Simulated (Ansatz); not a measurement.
Y3Si5 (model structure, started from the Yb3Si5 type, P-62m, No. 189, 8 atoms in the cell)

Calculation: PBEsol (plane waves, PAW; Ansatz, a program for electronic structure).

Run with plane-wave cutoff 520 eV, 12×12×14 k mesh (along the axes of the cell as run), Fermi–Dirac smearing 0.05 eV, scalar-relativistic PAW data made under PBE.

Cell (relaxed at this level):

```xyz
8
Lattice="6.5067 0.0000 0.0000 -3.2533 5.6349 0.0000 0.0000 0.0000 4.1462" Properties=species:S:1:pos:R:3 pbc="T T T"
Y     -2.1012     3.6393     0.0000
Y      4.2023     0.0000     0.0000
Y      1.1522     1.9956     0.0000
Si     3.2533     1.8783     2.0731
Si     0.0000     3.7566     2.0731
Si    -0.8595     1.4887     2.0731
Si     1.7190     0.0000     2.0731
Si     2.3938     4.1462     2.0731
```

```yaml
band_gap: zero (no gap)
bulk_modulus: 87.3 GPa
```

Note: the bulk modulus is −V dP/dV from two relaxed cells at ±2 % in volume; the relaxation could raise the start's symmetry but not lower it, so the cell can be a saddle point.

Spin–orbit coupling is not included.

The result took around 14 core-minutes (rough).

A model structure was made by putting elements into a prototype or built by hand; it is no filed structure, need not be a known phase, and can be a saddle point held by its symmetry.
